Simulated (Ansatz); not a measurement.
BaInHO₂ (model structure, started from the SrVO2H type, P4/mmm, No. 123, 5 atoms in the cell) was calculated with LDA (Ansatz, a quantum-chemistry and plane-wave program, plane waves, PAW).

Settings: plane-wave cutoff 520 eV, 8×8×10 k mesh (along the axes of the cell as run), Fermi–Dirac smearing 0.01 eV, scalar-relativistic PAW data made under PBE.

Cell (relaxed at this level):

```xyz
5
Lattice="4.2413 0.0000 0.0000 0.0000 4.2413 0.0000 0.0000 0.0000 3.8357" Properties=species:S:1:pos:R:3 pbc="T T T"
Ba     2.1206     2.1206     1.9178
In     0.0000     0.0000     0.0000
O      2.1206     0.0000     0.0000
O      0.0000     2.1206     0.0000
H      0.0000     0.0000     1.9178
```

Task: What does this level give for the band gap, direct gap at Γ and bulk modulus B0?

Result: 
- band gap = 0.73 eV (on the SCF k mesh)
- direct gap at Γ = 4.66 eV
- bulk modulus B0 = 114 GPa

Note: the bulk modulus is −V dP/dV from two relaxed cells at ±2 % in volume; the relaxation could raise the start's symmetry but not lower it, so the cell can be a saddle point.

Spin–orbit coupling is not included.

Computed values are for the static lattice.

Computing time: about 60 core-seconds (a rough figure).

A model structure was made by putting elements into a prototype or built by hand; it is no filed structure, need not be a known phase, and can be a saddle point held by its symmetry.
